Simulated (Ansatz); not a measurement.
System: W₂N (model structure, started from the Cu2Sb type, P4/mmm, No. 123, 6 atoms in the cell). Method: LDA (Ansatz, an electronic-structure program, PAW).

Run with plane-wave cutoff 520 eV, 14×14×10 k mesh (along the axes of the cell as run), Fermi–Dirac smearing 0.05 eV, no spin polarisation, scalar-relativistic PAW data made under PBE.

Cell (relaxed at this level):

```
CELL_PARAMETERS angstrom
      4.15882     0.00000     0.00000
      0.00000     4.15882     0.00000
      0.00000     0.00000     4.12840
ATOMIC_POSITIONS crystal
  W  0.00000 0.00000 0.00000
  W  0.50000 0.50000 0.00000
  W  0.50000 0.00000 0.49998
  W  0.00000 0.50000 0.50002
  N  0.50000 0.00000 0.99998
  N  0.00000 0.50000 0.00002
```

Question: Give the computed bulk modulus B0.

Answer: 
* **bulk modulus B0**: 383 GPa

Note: the run has no spin polarisation, so it can have missed a magnetic state; the bulk modulus is −V dP/dV from two relaxed cells at ±2 % in volume; the relaxation could raise the start's symmetry but not lower it, so the cell can be a saddle point.

Spin–orbit coupling is not included; it can open a gap where bands touch, and shift volumes and moduli.

The computed numbers hold no vibrational or temperature effects.

Computing time: about 22 core-minutes (a rough figure).

A model structure was made by putting elements into a prototype or built by hand; it is no filed structure, need not be a known phase, and can be a saddle point held by its symmetry.
